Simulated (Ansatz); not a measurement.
The reference is MgTe in the zinc blende structure (space group F-43m, No. 216; a = 6.509 Å).

All numbers come from PBE in Ansatz (plane waves to 420 eV, PAW, spin-orbit coupling left out).

Base values:

The hole mass comes out as 0.20, 0.92, 0.92 mₑ (at Γ) and the gap character is direct at Γ. The lattice parameter a comes out as 12.301 bohr.

Modification: a negative pressure, −2 GPa.

**Question.** Predict the new hole mass, gap character and lattice parameter a.

**Answer.** The hole mass (degenerate bands, along [100]) goes from 0.20, 0.92, 0.92 mₑ (at Γ) to 0.19, 0.98, 0.98 mₑ (at Γ); the gap character remains direct at Γ; the lattice parameter a rises by 0.278 bohr, from 12.301 bohr to 12.579 bohr.

With Te present, leaving out spin-orbit coupling can change the band edges. Load acts through the strain it causes; cell and atoms are relaxed under it. Masses are band curvatures over ±0.01 Å⁻¹ around the edge. Whether these cells are dynamically stable was not tested.

Ansatz is an electronic-structure program.
